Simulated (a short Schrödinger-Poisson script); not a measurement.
Stack: MOS inversion layer, SiO2 on p-type GaAs, at 300 K.

| layer | material | thickness (nm) | Na (cm⁻³) |
|---|---|---|---|
| 1 | SiO2 | 2.5 | - |
| 2 | GaAs | 1100 | 2e17 |

Constants are typed, rounded textbook-type inputs, not results; the design itself was drawn at random and stands for no fabricated device. SiO2: permittivity 3.9, conduction-band edge (eV) 3.17, gap (eV) 9, electron mass (mₑ) 0.5. GaAs: permittivity 12.9, conduction-band edge (eV) 0, gap (eV) 1.424, Nv at 300 K (cm⁻³) 9e18.

Channel valleys (confinement mass, in-plane density-of-states mass, number): Γ 0.067, 0.067, 1. At the gate the conduction-band edge of layer 1 lies 3.71 eV − eVg above the Fermi level of the channel; the field vanishes at the back. Gaps are held at their typed values at every temperature. Mesh 0.03 nm at interfaces.

From a short Schrödinger-Poisson script (our own, NumPy): 1D Poisson equation in equilibrium, electrons quantum, Hartree (BenDaniel-Duke, 12 states a valley, the channel's in-plane mass for all, wave functions ending at the dielectric), parabolic valleys, classical holes, full ionisation, no traps, pinning or gate leakage.

The same stack at other levels of the model or other numerical settings:

```csv
run,sheet density of all electrons at Vg = 2.2 V (cm⁻²),sheet density of all electrons at Vg = 1 V (cm⁻²),capacitance at Vg = 2.2 V (μF/cm²),centroid of the channel electrons at Vg = 2.2 V (nm),rough cost against the base
base,6.69e12,3.56e11,0.926,3.62,about 1
"electrons treated as classical, Boltzmann",1.07e13,1.17e12,1.33,0.47,0.07
"electrons treated as classical, Fermi-Dirac",7.66e12,7.81e11,0.990,2.36,0.4
"electrons treated as quantum, Hartree plus LDA exchange-correlation",6.85e12,3.99e11,0.934,3.55,2
mesh six times as coarse,6.70e12,3.56e11,0.926,3.62,0.4
one subband a valley,6.52e12,3.55e11,0.882,3.26,about 1
```

The classical rows ignore confinement, and Boltzmann statistics overrate the density once the band edge passes the Fermi level.

Above a few 1e12 electrons/cm² a light Γ valley is non-parabolic and upper valleys begin to fill, which the model leaves out.
